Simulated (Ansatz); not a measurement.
The parent structure is a 10-atom supercell of Al₂O₃ in the corundum structure (space group R-3c, No. 167) at its relaxed geometry.

```
CELL_PARAMETERS angstrom
      4.75774     0.00000     0.00000
     -2.37887     4.12032     0.00000
      0.00000    -2.74688     4.33076
ATOMIC_POSITIONS crystal
  Al 0.35184 0.70369 0.05553
  Al 0.14816 0.29631 0.44447
  Al 0.64816 0.29631 0.94447
  Al 0.85184 0.70369 0.55553
  O  0.55632 0.50000 0.75000
  O  0.25000 0.80632 0.75000
  O  0.94368 0.19368 0.75000
  O  0.44368 0.50000 0.25000
  O  0.75000 0.19368 0.25000
  O  0.05632 0.80632 0.25000
```

Computed with r2SCAN in Ansatz (plane waves to 500 eV, PAW, no SOC), earlier PAW set.

For the base:

| Item | Value |
|---|---|
| Mean distance from the defect site to its nearest host atoms | 3.51 bohr |
| Pressure | 0.0 GPa |

Now apply this change: one Al atom is removed, atoms relaxed at fixed cell, starting from a slightly rattled geometry.

Question: Predict the new mean distance from the defect site to its nearest host atoms.

Answer: The mean distance from the defect site to its nearest host atoms goes up by 0.41 bohr, from 3.51 bohr to 3.92 bohr.

Question: Estimate the effect on the largest displacement of a host atom from its site in the perfect cell.

Answer: The largest displacement of a host atom from its site in the perfect cell comes out as 0.33 Å.

Question: How does this affect the pressure?

Answer: The pressure goes from zero to 10.4 GPa.

The magnetic state is the one reached from the starting moments; the real material's order can differ, and small cells can't hold many antiferromagnetic ones. In so small a cell the defect repeats every few ångströms: this is an ordered compound, not a dilute defect. A case with no gap was solved on a k-mesh chosen for an insulator, which is coarse for it. The defect cell is spin-polarised and ends with 3.0 μB.

Ansatz is a first-principles code.
